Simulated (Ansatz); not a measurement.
Base system: RbBr in the zinc blende structure (space group F-43m, No. 216; a = 7.640 Å; a hypothetical phase, not in the database extracts checked). Axes: x, y, z lie along the cube axes.

Method: Ansatz (a first-principles code) PBEsol, no spin-orbit coupling.

Base values:

The electron mass is 0.49 mₑ (at Γ).

Perturbation: uniaxial stress, 0.5 GPa tension along z, with the cell and atoms free to relax against it.

Problem. Estimate the effect on the energy relative to the base.

Solution. The energy rises by 7.9 meV/atom.

Problem. What does the calculation give for the electron mass after the change?

Solution. The electron mass goes from 0.49 mₑ (at Γ) to 0.48 mₑ (at Γ).

The levels and masses belong to the bands next to the band gap. Load acts through the strain it causes; cell and atoms are relaxed under it. Effective masses come from finite differences of ±0.01 Å⁻¹. Beyond what the load breaks, stability against distortions was not tested.
